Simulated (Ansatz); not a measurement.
Levels about the gap of amorphous In₂₄O₃₈Ti (63 atoms in a cell of 890 Å³, 6.37 g/cm³; zone centre alone, so wide bands show as single levels with stretches between that a denser mesh fills), at the geometry that PBE relaxed, where it gives 0.7 GPa on a denser mesh. The participation number counts the atoms over which a state spreads; weights are charges in smoothed Voronoi cells. The levels come from a single point, so bond lengths are those of that geometry. Method of the levels: PBE, scalar-relativistic without spin-orbit coupling (Ansatz, an electronic-structure program). Sampling: the zone centre alone; Fermi-Dirac width 0.02 eV; no spin polarisation. At PBE the levels at the filled edge of the gap are localised (band-tail or defect states).

The cell was made by melting and quenching with the CHGNet potential and then relaxed with DFT. O atoms were pushed apart under 1.9 Å during the dynamics, to hinder bonds among them. The hot cell started wider than the set density and was brought back towards it in steps. It is the lowest in DFT energy of 2 quenches. It is a model cell: composition and starting density were chosen by hand, and all elements were melted together. No dispersion term was used. Its density started from a set value of 6.37 and ended at 6.37 g/cm³. The quench (nominally 220 K/ps over its main leg) was far faster than any real one, so the model tends to hold more defects than a real film. Values belong to this one cell and scatter from quench to quench. The volume was held where the preparation left it and the shape relaxed, at a PBE pressure of 0.7 GPa. Stress components on the final sampling reach 0.7 GPa.

| E - E(highest filled), eV | filling | participation number | largest on | weight O | weight In | weight Ti |
|---|---|---|---|---|---|---|
| -0.27 | filled | 13.6 | O, 4 neighbours | 0.95 | 0.05 | 0.00 |
| -0.25 | filled | 13.0 | O, 3 neighbours | 0.94 | 0.06 | 0.00 |
| -0.20 | filled | 14.0 | O, 3 neighbours | 0.94 | 0.05 | 0.00 |
| -0.18 | filled | 18.6 | O, 3 neighbours | 0.94 | 0.06 | 0.00 |
| -0.09 | filled | 6.0 | O, 3 neighbours | 0.95 | 0.05 | 0.00 |
| -0.08 | filled | 7.1 | O, 2 neighbours | 0.95 | 0.05 | 0.00 |
| 0.00 | filled | 7.7 | O, 3 neighbours | 0.95 | 0.05 | 0.00 |
| 0.68 | empty | 57.7 | O, 2 neighbours | 0.58 | 0.41 | 0.01 |
| 3.20 | empty | 11.5 | Ti, 5 neighbours | 0.46 | 0.30 | 0.24 |
| 3.40 | empty | 12.6 | Ti, 5 neighbours | 0.48 | 0.27 | 0.25 |
| 3.53 | empty | 19.3 | Ti, 5 neighbours | 0.50 | 0.31 | 0.19 |
| 3.60 | empty | 13.5 | Ti, 5 neighbours | 0.49 | 0.27 | 0.25 |
| 3.65 | empty | 6.2 | Ti, 5 neighbours | 0.41 | 0.20 | 0.39 |
| 3.77 | empty | 25.9 | Ti, 5 neighbours | 0.53 | 0.32 | 0.14 |

Most localised among these is the filled level at -0.09 eV, on a O atom, which has 3 neighbours (In 2.07 Å, In 2.11 Å, In 2.18 Å).
